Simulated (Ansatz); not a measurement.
Spinel GeNi₂O₄, treated with rVV10 (PAW; Ansatz, a program for electronic structure).

Settings: plane-wave cutoff 520 eV, 12×12×12 k mesh, Fermi–Dirac smearing 0.05 eV, spin-polarised start, scalar-relativistic PAW data made under PBE.

Energies at three volumes about the minimum:

```tsv
V (Å³/atom)	E − E_lowest (meV/atom)
10.199	2.49
10.407	0.00
10.615	2.28
```

Q: Fit a parabola by hand: where is the minimum, what lattice constant follows, and what is the bulk modulus?

A: Slopes: (0.00 − 2.49)/(10.407 − 10.199) = -11.971 and (2.28 − 0.00)/(10.615 − 10.407) = 10.962 meV/Å³. Curvature E″ = 2 × (10.962 − (-11.971))/(10.615 − 10.199) = 110.255 meV/Å⁶. From the middle of the first interval, the slope vanishes at V0 = 10.3030 − (-11.971)/110.255 = 10.412 Å³/atom. B = V0 E″ = 10.412 × 110.255 meV/Å³ × 0.1602 GPa per meV/Å³ = 184 GPa. With 56 atoms in the cube, a = (56 × 10.412)^(1/3) = 8.354 Å. The full Birch–Murnaghan fit to all volumes gives V0 = 10.408 Å³/atom and B0 = 183 GPa.

Note: the magnetic order was assumed, not searched for or taken from measurement; the relaxation could not lower the start's symmetry, so the cell can be a saddle point above a distorted one.
